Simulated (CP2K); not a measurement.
Worked example: self-consistent single point of AlCo (Pm-3m, 2 atoms in the cell) in CP2K.

Level of theory: PBE, GPW, DZVP-MOLOPT-SR-GTH basis, GTH-PBE potentials (GTH_POTENTIALS) (CP2K).

```
CELL_PARAMETERS angstrom
      2.79515     0.00000     0.00000
      0.00000     2.79515     0.00000
      0.00000     0.00000     2.79515
ATOMIC_POSITIONS crystal
  Al 0.00000 0.00000 0.00000
  Co 0.50000 0.50000 0.50000
```

Reference input (self-consistent single point, DFT PBE, GPW, DZVP-MOLOPT-SR-GTH basis, GTH-PBE potentials (GTH_POTENTIALS)): CUTOFF = 600 Ry; REL_CUTOFF = 40 Ry; SMEAR/METHOD = GAUSSIAN; SIGMA = 0.272 eV; KPOINTS/SCHEME = MONKHORST-PACK 9 9 9; XC_FUNCTIONAL = PBE; Al/BASIS_SET = DZVP-MOLOPT-SR-GTH-q3; Al/POTENTIAL = GTH-PBE-q3; Co/BASIS_SET = DZVP-MOLOPT-SR-GTH-q17; Co/POTENTIAL = GTH-PBE-q17; METHOD = GPW; EPS_DEFAULT = 1e-11. This run's input differs from it in these lines:

```diff
@@ -39,3 +39,3 @@
     &KPOINTS
-      SCHEME MONKHORST-PACK 9 9 9
+      SCHEME MONKHORST-PACK 7 7 7
     &END KPOINTS
```

Output (repeated stretches shortened):

```
 SCF WAVEFUNCTION OPTIMIZATION

  Step     Update method      Time    Convergence         Total energy    Change
     1 NoMix/Diag. 0.30E+00      -     1.47494826      -148.2645701545 -1.48E+02
     2 Broy./Diag. 0.30E+00      -     0.28051680      -145.7405442845  2.52E+00
     3 Broy./Diag. 0.30E+00      -     0.15761090      -150.3000057225 -4.56E+00
     4 Broy./Diag. 0.30E+00      -     0.03700433      -147.6242114335  2.68E+00
     5 Broy./Diag. 0.30E+00      -     0.00357412      -147.5006638429  1.24E-01
     6 Broy./Diag. 0.30E+00      -     0.00334509      -147.5650656417 -6.44E-02
     7 Broy./Diag. 0.30E+00      -     0.00010543      -147.5626363163  2.43E-03
     8 Broy./Diag. 0.30E+00      -     0.00006032      -147.5631782835 -5.42E-04
     9 Broy./Diag. 0.30E+00      -     0.00000175      -147.5631672164  1.11E-05
    10 Broy./Diag. 0.30E+00      -     0.00000132      -147.5631925158 -2.53E-05
    11 Broy./Diag. 0.30E+00      -     0.00000008      -147.5631916469  8.69E-07
  *** SCF run converged in    11 steps ***

  Overlap energy of the core charge distribution:               0.00000000000013
  Self energy of the core charge distribution:               -235.29089533590235
  Core Hamiltonian energy:                                     65.82458389896109
  Hartree energy:                                              37.84369763438227
  Exchange-correlation energy:                                -15.93977429777648
  Smearing free energy correction:                             -0.00080354653929
  Fermi energy:                                                 0.45387548000896

  Total energy:                                              -147.56319164692241
  Total energy (extrapolated to sigma->0):                   -147.56278987365275

   [... lines left out ...]

 STRESS| Analytical stress tensor [bar]
 STRESS|                        x                   y                   z
 STRESS|      x        1.02487511069E+05   3.12148054019E-04   3.12148819148E-04
 STRESS|      y        3.12148054019E-04   1.02487511069E+05   3.12150143932E-04
 STRESS|      z        3.12148819148E-04   3.12150143932E-04   1.02487303114E+05
 STRESS| 1/3 Trace                                             1.02487441751E+05
```

The run converged in 11 iterations. Against the reference run the free energy is nearly the same (within 1 meV/atom) and the pressure goes from 10.40 to 10.25 GPa.

The starting cell comes from a database of computed structures (which also holds hypothetical and non-ambient phases and stackings), without a prior relaxation at this level. Its lattice was rescaled by a random factor within 2.5 % of one. Spin polarisation is off. Values carry the incompleteness of an atom-centred basis. With a pressure of about 10 GPa the cell is away from its equilibrium volume at this level.
